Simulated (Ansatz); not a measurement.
Levels about the gap of amorphous In₂₂WO₃₆ (59 atoms in a cell of 830 Å³, 6.57 g/cm³; zone centre alone, so wide bands show as single levels with stretches between that a denser mesh fills), at the geometry that PBE relaxed, where it gives -0.4 GPa on a denser mesh. The participation number counts the atoms over which a state spreads; weights are charges in smoothed Voronoi cells. The levels come from a single point, so bond lengths are those of that geometry. Method of the levels: PBE, scalar-relativistic without spin-orbit coupling (Ansatz, a quantum-chemistry and plane-wave program). Sampling: the zone centre alone; Fermi-Dirac width 0.02 eV; no spin polarisation. At PBE the levels at the filled edge of the gap are localised (band-tail or defect states).

It comes from a melt-quench run on a machine-learned potential (CHGNet), relaxed afterwards by DFT. O atoms were pushed apart under 1.9 Å during the dynamics, to hinder bonds among them. The hot cell started wider than the set density and was brought back towards it in steps. It is the lowest in DFT energy of 8 quenches. It is a model cell: composition and starting density were chosen by hand, and all elements were melted together. No dispersion term was used. Its density started from a set value of 6.57 and ended at 6.57 g/cm³. Cooling (nominally 84 K/ps over its main leg) ran many orders faster than in experiment, which tends to leave more defects and strain. A cell of this size samples the disorder only roughly. The volume was held where the preparation left it and the shape relaxed, at a PBE pressure of -0.4 GPa (tension).

```tsv
E - E(highest filled), eV	filling	participation number	largest on	weight O	weight In	weight W
-0.25	filled	12.5	O, 3 neighbours	0.94	0.05	0.01
-0.21	filled	9.7	O, 3 neighbours	0.95	0.05	0.00
-0.16	filled	20.2	O, 3 neighbours	0.94	0.06	0.00
-0.11	filled	10.2	O, 4 neighbours	0.94	0.06	0.00
-0.08	filled	15.0	O, 3 neighbours	0.94	0.05	0.00
-0.06	filled	19.1	O, 4 neighbours	0.95	0.05	0.00
0.00	filled	10.3	O, 3 neighbours	0.95	0.05	0.00
0.76	empty	54.0	In, 5 neighbours	0.56	0.43	0.01
2.94	empty	7.3	W, 6 neighbours	0.45	0.20	0.35
3.18	empty	5.8	W, 6 neighbours	0.44	0.16	0.40
3.41	empty	5.0	W, 6 neighbours	0.43	0.15	0.42
3.64	empty	25.0	In, 5 neighbours	0.58	0.35	0.07
3.82	empty	35.0	In, 5 neighbours	0.62	0.36	0.01
3.97	empty	41.7	In, 5 neighbours	0.61	0.36	0.03
```

Most localised among these is the empty level at +3.41 eV, on a W atom, which has 6 neighbours (O 1.84 Å, O 1.88 Å, O 1.88 Å, O 1.90 Å, O 2.08 Å, O 2.11 Å).
